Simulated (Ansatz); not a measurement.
The starting structures come from a database of crystals and need not be the phases stable at ambient conditions.

 Where the default PAW files enter, the runs use the earlier of Ansatz's two default sets.

The decay constant κ of evanescent states in the gap governs leakage through a thin film.

```
GeS
1.0
    4.35754     0.00000     0.00000
    0.00000    10.65387     0.00000
    0.00000     0.00000     3.68074
Ge S
4 4
Direct
  0.63564   0.12438   0.25000
  0.36436   0.87562   0.75000
  0.13564   0.37562   0.75000
  0.86436   0.62438   0.25000
  0.50539   0.34943   0.25000
  0.49461   0.65057   0.75000
  0.00539   0.15057   0.75000
  0.99461   0.84943   0.25000
```

Space group of this cell: Pnma. The cell was relaxed by PBE-D3(BJ); by PBEsol its mean pressure is -2.7 GPa.

Transport runs along the normal of the first two printed cell vectors.

No gap correction and no spin-orbit coupling; mid-gap values are interpolated between computed energies.

Q: State the band gap and the smallest decay constant κ at mid-gap according to PBEsol (Ansatz, a first-principles code).

A: Gap 1.19 eV on a 8×4×8 mesh; κ = 0.158 1/Å, at (0.375, 0.000) of the in-plane reciprocal vectors. At the zone centre, at the nearest computed energy, the slowest state has κ = 0.19 1/Å.
